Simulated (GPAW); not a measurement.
A relaxation of cell and atoms of AgBr (Fm-3m, 2 atoms in the cell) with GPAW.

Method of the run: PBE, GPAW PAW datasets PBE (gpaw-data 1.0.1) (plane waves; GPAW).

```
AgBr
1.0
    0.00000     2.91965     2.91965
    2.91965     0.00000     2.91965
    2.91965     2.91965     0.00000
Ag Br
1 1
Cartesian
  0.00000   0.00000   0.00000
  2.91965   2.91965   2.91965
```

Reference input (self-consistent single point, DFT PBE, plane waves, GPAW PAW datasets PBE (gpaw-data 1.0.1)): mode = pw; ecut = 600 eV; xc = PBE; kpts = 8 8 8; mesh shift (steps) = 0 0 0; occupations.name = fermi-dirac; occupations.width = 0 eV; nbands = -8; convergence.forces = 0.001 eV/Å; convergence.bands = -6; symmetry.symmorphic = false; symmetry.tolerance = 0.0005. This run's input differs from it in these lines:

```diff
@@ -1,2 +1,4 @@
 from ase import Atoms
+from ase.filters import FrechetCellFilter
+from ase.optimize import BFGS
 from ase.units import GPa
@@ -17,3 +19,3 @@
             nbands=-8,
-            convergence={'forces': 0.001, 'bands': -6},
+            convergence={'forces': 0.001, 'density': 1e-05, 'bands': -6},
             symmetry={'symmorphic': False, 'tolerance': 0.0005},
@@ -23,2 +25,10 @@
 atoms.calc = calc
+
+target = FrechetCellFilter(atoms)
+
+opt = BFGS(target, logfile='-')
+converged = opt.run(fmax=0.05, steps=40)
+print('Relaxation converged:', converged)
+print('Cell:', atoms.cell.cellpar().round(4))
+print(atoms.get_scaled_positions().round(5))
```

Output (repeated stretches shortened):

```
     iter     time        total  log10-change:
                         energy   eigst   dens  force
iter:   1 --:--:--    -5.209027   +0.27
iter:   2 --:--:--    -5.185309   -1.72  -1.61
iter:   3 --:--:--    -5.109547   -2.22  -1.64
iter:   4 --:--:--    -5.106561   -3.41  -1.95
iter:   5 --:--:--    -5.108152c  -3.33  -2.01
iter:   6 --:--:--    -5.103647c  -3.95  -2.70
iter:   7 --:--:--    -5.103597c  -4.39  -2.74
iter:   8 --:--:--    -5.103631c  -5.55  -3.37
iter:   9 --:--:--    -5.103612c  -5.32  -3.32
iter:  10 --:--:--    -5.103610c  -7.19  -4.35
iter:  11 --:--:--    -5.103610c  -8.59c -4.74
iter:  12 --:--:--    -5.103610c  -8.51c -4.77
iter:  13 --:--:--    -5.103610c  -9.53c -4.95
iter:  14 --:--:--    -5.103610c  -9.54c -5.00c
iter:  15 --:--:--    -5.103610c  -9.99c -5.07c -24.03c
Converged after 15 iterations.

Dipole moment: (-0.000000, -0.000000, 0.000000) |e|*Ang

Energy contributions relative to reference atoms: (reference = -215500.074083)

Kinetic:         +9.838886
Potential:       -9.745058
External:        +0.000000
XC:              -5.226075
Entropy (-ST):   +0.000000
Local:           +0.028637
SIC:             +0.000000
--------------------------
Free energy:     -5.103610
Extrapolated:    -5.103610

Showing only first 2 kpts
 Kpt  Band  Eigenvalues  Occupancy
  0    10      1.75480    2.00000
  0    11      1.75480    2.00000
  0    12      4.20175    0.00000
  0    13     13.46721    0.00000

  1    10      1.82821    2.00000
  1    11      1.94923    2.00000
  1    12      5.32933    0.00000
  1    13     12.25706    0.00000

Fermi level: 3.86539

Gap: 0.673 eV
Transition (v -> c):
   [... lines left out ...]
Direct gap: 2.447 eV
   [... lines left out ...]
     0.000000    -0.000000    -0.001055

Forces in eV/Ang:
  0 Ag    0.00000   -0.00000   -0.00000
  1 Br    0.00000    0.00000    0.00000

      Step     Time          Energy          fmax
BFGS:    0 --:--:--       -5.103610        0.026262
Relaxation converged: True
Cell: [ 4.129  4.129  4.129 60.    60.    60.   ]
[[0.  0.  0. ]
 [0.5 0.5 0.5]]
Energy (eV): -5.10361
Stress (GPa, Voigt): [-0.1691 -0.1691 -0.1691 -0.      0.      0.    ]
```

The run converged. GPAW prints stress with tension positive. 

Summary of the result:
- Free energy E − TS (from the program's reference atoms): -5.1036 eV
- Top of the valence band (on the code's own zero): 3.53 eV
- Gap on the k-point mesh: 0.67 eV
- Pressure: 0.17 GPa
- Final cell: a = b = c = 4.1290 Å, α = β = γ = 60.00°
- Final volume per atom: 24.89 Å³
- Relaxation steps: 0

The starting cell comes from a database of computed structures (which also holds hypothetical and non-ambient phases and stackings), without a prior relaxation at this level. Its lattice was rescaled by a random factor within 2.5 % of one. The relaxation keeps the symmetry of its start, so its end need not be a minimum.
